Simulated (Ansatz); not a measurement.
## Effect of pressure 4.5 GPa on Li

Base system: Li in the bcc (W type) structure (space group Im-3m, No. 229; a = 3.435 Å).

Now apply this change: cell and atoms relaxed at a pressure of 4.5 GPa.

Method: Kohn–Sham DFT with the PBEsol functional, run in Ansatz (a first-principles code) with PAW and 420 eV plane waves, no spin-orbit coupling, earlier PAW set. k-mesh 19×19×19 (Γ-centred); smearing 0.05 eV (Fermi–Dirac).

The volume per atom falls by 4.094 Å³ to 16.16 Å³ and the density goes up by 0.14 g/cm³, from 0.57 g/cm³ to 0.71 g/cm³. The lattice parameter a drops by 0.249 Å to 3.186 Å and the shortest interatomic distance decreases by 0.2157 Å, from 2.974 Å to 2.759 Å. The enthalpy H = E + PV relative to the base's energy is +0.50 eV/atom and the band gap is still zero.

Final structure:

```
Li
1.0
   -1.59275     1.59275     1.59275
    1.59275    -1.59275     1.59275
    1.59275     1.59275    -1.59275
Li
1
Direct
  0.00000   0.00000   0.00000
```

Load acts through the strain it causes; cell and atoms are relaxed under it. Stability against distortions was not tested.
